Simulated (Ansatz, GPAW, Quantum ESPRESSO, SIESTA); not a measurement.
Ag (P6_3/mmc, 4 atoms in the cell) computed with different codes at matched settings

Self-consistent single point.

```
CELL_PARAMETERS angstrom
      2.98216     0.00000     0.00000
     -1.49108     2.58263     0.00000
      0.00000     0.00000     9.69463
ATOMIC_POSITIONS crystal
  Ag 0.00000 0.00000 0.00000
  Ag 0.00000 0.00000 0.50000
  Ag 0.33333 0.66667 0.25000
  Ag 0.66667 0.33333 0.75000
```

Shared settings, as Ansatz (an electronic-structure program) writes them: kpoints.mp_grid.grid = 13 13 4; scf.occupations.method = fermi_dirac; scf.occupations.width = 0.1 eV. Potentials and cutoffs stand in the table.

```json
[
 {"code": "GPAW", "model": "PBEsol, GPAW PAW datasets PBEsol (made by gpaw-setup)", "pressure (GPa)": "-9.65", "cutoff": "600 eV"},
 {"code": "SIESTA", "model": "GGA PBEsol, numerical atomic orbitals DZP, PseudoDojo PBEsol standard norm-conserving potentials (rewritten from UPF to PSML)", "pressure (GPa)": "-10.65", "cutoff": "grid 400 Ry"},
 {"code": "Quantum ESPRESSO", "model": "PBEsol, PSlibrary ultrasoft (PBE) pseudopotentials", "pressure (GPa)": "-11.30", "cutoff": "50 Ry"},
 {"code": "Ansatz", "model": "PBEsol, default PAW files made with PBE", "pressure (GPa)": "-9.72", "cutoff": "420 eV"}
]
```

The spread over the programs that give each value: pressure within 1.65 GPa.

SIESTA uses small atom-centred bases, whose incompleteness enters pressures, forces and empty levels differently from a plane-wave cutoff. Ansatz's pressure is given at a fixed set of plane waves, as the other plane-wave codes print theirs; with its correction for the finite basis it is -9.68 GPa. In the pressure, Quantum ESPRESSO (by 1.58) lies more than 1 GPa from the median of the plane-wave programs.

The starting cell comes from a database of computed structures (which also holds hypothetical and non-ambient phases and stackings), without a prior relaxation at this level. Its lattice was rescaled by a random factor within 2.5 % of one.

Left out of this page: FLEUR (with a known weakness of the program).

Keys are those of Ansatz 0.2.
